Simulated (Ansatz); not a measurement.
ZnSe, response to strain

The parent structure is ZnSe in the zinc blende structure (space group F-43m, No. 216; a = 5.633 Å).

Strains are applied to the cell and any free atomic positions relax.

Method: Ansatz (a quantum-chemistry and plane-wave program), PBEsol, PAW, cutoff 420 eV, no spin-orbit coupling.

Notes on the quantities. energy relative to the base: free energy F.

```json
[
 {"isotropic strain (%)": "-3", "energy relative to the base (meV/atom)": "41.1"},
 {"isotropic strain (%)": "-1.5", "energy relative to the base (meV/atom)": "9.7"},
 {"isotropic strain (%)": "-0.5", "energy relative to the base (meV/atom)": "?"},
 {"isotropic strain (%)": "0", "energy relative to the base (meV/atom)": "0.0"},
 {"isotropic strain (%)": "0.5", "energy relative to the base (meV/atom)": "1.0"},
 {"isotropic strain (%)": "1", "energy relative to the base (meV/atom)": "3.9"},
 {"isotropic strain (%)": "2", "energy relative to the base (meV/atom)": "15.2"},
 {"isotropic strain (%)": "2.5", "energy relative to the base (meV/atom)": "23.4"},
 {"isotropic strain (%)": "3", "energy relative to the base (meV/atom)": "33.1"}
]
```

Q: Fit ΔE = Aε² + Bε³ (ε in %) to the rows shown and predict the withheld row.

A: Least squares on the printed values gives A = 4.12 and B = -0.15 meV/atom (largest residual 0.1 meV/atom); this predicts 1.0 meV/atom, and the run gives 1.0 meV/atom, in agreement.

Stability against distortions was not tested.
